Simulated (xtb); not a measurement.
xtb 6.7.1, GFN2-xTB: Ta(NH)(F)2(OSiH3) ([NH]=[Ta]([F])([F])[O][SiH3]), 10 atoms. The geometry is a generated start, not checked to be a minimum at this level.

```yaml
method: GFN2-xTB
"--acc": 1 (default)
"--etemp (K)": 300 (default)
detailed input (--input): "none: ANC optimiser, Lindh (1995) Hessian, microcycle=20, maxdispl=1.0, hlow=0.01 (default)"
basis_functions: 40
valence_electrons: 38
```

```xyz
10

Ta    -1.2895     0.1066     0.6441
N     -2.0348    -1.3608    -0.0610
H     -2.4575    -2.1883    -0.4526
F     -1.2757    -0.0452     2.5298
F     -2.3564     1.6138     0.2286
O      0.4443     0.3237    -0.0107
Si     1.9558     0.3706    -0.6102
H      2.8004     0.8828     0.4777
H      1.9025     1.2948    -1.7506
H      2.3109    -0.9980    -0.9949
```

Charge 0 and multiplicity 1 are set for this test and not shown to be the ground state.

The structure is relaxed from this start with --opt LEVEL for the levels crude, sloppy, loose, lax, normal, tight, vtight, extreme, once each. Up to the end of the extreme run atoms move by at most 0.27 Å along an axis.

Which level is enough to come within 1 meV of the tightest end point?

normal: 6 cycles against 141, ending 0.58 meV above.

| level | cycles | energy above the extreme run (meV) | gradient norm (eV/Å) |
|---|---|---|---|
| crude | 1 | 1.6 | 0.075 |
| sloppy | 1 | 1.6 | 0.075 |
| loose | 1 | 1.6 | 0.075 |
| lax | 1 | 1.6 | 0.075 |
| normal | 6 | 0.58 | 0.024 |
| tight | 9 | 0.50 | 0.014 |
| vtight | 35 | 0.23 | 0.0029 |
| extreme | 141 | — | 0.0011 |
